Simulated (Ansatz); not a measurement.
## W: response to strain

Consider W in the bcc (W type) structure (space group Im-3m, No. 229; a = 3.169 Å; relaxed with 0.1 eV smearing). Axes: x, y, z lie along the cube axes.

Strains are applied to the cell and any free atomic positions relax; under biaxial strain the out-of-plane vector relaxes too.

Method: plane-wave PAW DFT at the r2SCAN level (Ansatz, a first-principles code, 500 eV), spin-orbit coupling left out.

Candidates:
(a) biaxial strain −3.08 %, plane normal [001], relaxed out of plane
(b) biaxial strain −4.64 %, plane normal [001], relaxed out of plane
(c) strain tensor (xx, yy, zz, yz, xz, xy) = (+0.36, −2.30, −0.50, +1.43, +0.75, +1.38) %
(d) tensor shear ε_xz = +2.32 %

Notes on the quantities. energy relative to the base: free energy F.

Task: Order them by energy relative to the base, highest first.

Result: (b) biaxial strain −4.64 %, plane normal [001], relaxed out of plane (+137 meV/atom), (a) biaxial strain −3.08 %, plane normal [001], relaxed out of plane (+59 meV/atom), (c) strain tensor (xx, yy, zz, yz, xz, xy) = (+0.36, −2.30, −0.50, +1.43, +0.75, +1.38) % (+30 meV/atom), (d) tensor shear ε_xz = +2.32 % (+16 meV/atom)

No phonon test of stability was made. The final runs are not spin-polarised.
